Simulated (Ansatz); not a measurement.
Take MoSi2 (space group I4/mmm, No. 139; a = 3.1740 Å, c = 7.7787 Å; relaxed with 0.1 eV smearing) as the base. Axes: x, y, z lie along a, b, c of the conventional cell.

Computed with DFT with LDA, PAW potentials and a 420 eV plane-wave cutoff in Ansatz (an electronic-structure program), spin-orbit coupling left out.

The change: the cell is compressed by 2.50 % along z with no lateral relaxation, atoms relaxed at fixed cell.

Q: How does this affect the energy relative to the base?

A: The energy grows by 15 meV/atom.

Q: How does this affect the stress?

A: The stress (xx, yy, zz, yz, xz, xy; compression positive) is (2.7, 2.7, 14.9, 0.0, 0.0, 0.0) GPa.

The cells carry an imposed strain or load. Whether these cells are dynamically stable was not tested. The final runs are not spin-polarised.
